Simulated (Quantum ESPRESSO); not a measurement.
Energy against c/a at fixed volume: hcp Be (space group 194) (Quantum ESPRESSO, LDA)

```
CELL_PARAMETERS angstrom
      2.26678     0.00000     0.00000
     -1.13339     1.96309     0.00000
      0.00000     0.00000     3.40196
ATOMIC_POSITIONS crystal
  Be 0.66667 0.33333 0.75000
  Be 0.33333 0.66667 0.25000
```

Level of theory: LDA (PZ), GBRV 1.5 ultrasoft (LDA) pseudopotentials (plane waves; Quantum ESPRESSO 7.5). Settings: ecutwfc = 52 Ry; ecutrho = 260 Ry; occupations = smearing; smearing = fermi-dirac; degauss = 0.0036749 Ry; potentials = {Be: be_lda_v1.4.uspp.F.UPF}; K_POINTS = automatic 34 34 18 0 0 0; conv_thr = 1e-10 Ry; mixing_beta = 0.4. The cell above is the first row's. The rows change c/a at fixed volume. In all rows fractional positions and the k mesh are held. E is the free energy at the stated smearing, counted from the lowest row.

```
c/a     E (meV/atom)
------  ------------
1.5008             ?
1.5164          8.88
1.5321          4.89
1.5477          2.09
1.5633          0.46
1.5790          0.00
1.5946          0.74
1.6102          2.63
1.6259          5.59
```

### Question
Fit E against c/a with a cubic, and predict the withheld value at c/a = 1.5008.

### Answer
With u = c/a - 1.57, the rows have u = -0.05360, -0.03790, -0.02230, -0.00670, 0.00900, 0.02460, 0.04020, 0.05590. Least squares gives E = 0.135 - 33.74·u + 2386.9·u² - 582·u³. Residuals (row less fit): -0.011, 0.016, 0.009, -0.008, -0.024, -0.001, 0.032, -0.016; standard error 0.024 (degrees of freedom: 4). The fitted curve has its minimum at c/a = 1.58, where E = 0.02. To one more digit the minimum is at c/a = 1.577; the ideal close-packed ratio is 1.633. At the withheld row, u = -0.06920, so E = 0.135 - 33.74 × (-0.06920) + 2386.9 × (-0.06920)² - 582 × (-0.06920)³ = 14.093 meV/atom. The calculation gives 14.09 meV/atom, which the fit meets to the printed digits. The row lies outside the fitted rows, so this is an extrapolation. From the scatter of the fitted rows alone, a prediction at this place has a standard error of 0.065 meV/atom, so the miss is 0.0 times that.

Carrying the step between the two nearest rows on in a straight line would have given 12.84, off by 1.25; series whose last step already gives the withheld value aren't shown. The reference cell has the volume at which an earlier scan in this program and functional put its minimum by a fit; axis ratios and inner coordinates come from a measured-size cell. The runs keep the symmetry of the cell, so they don't test it for distortions. The best c/a moves a little with volume. In metals such curves are sensitive to mesh and smearing. Cutoffs and mesh are single choices, not tested for convergence of this quantity. Series with a scatter that would blur these digits, or in which a gap closes, are not shown. Strain series were run only where this level's volume lies within 10 % of a first guess from the measured size.
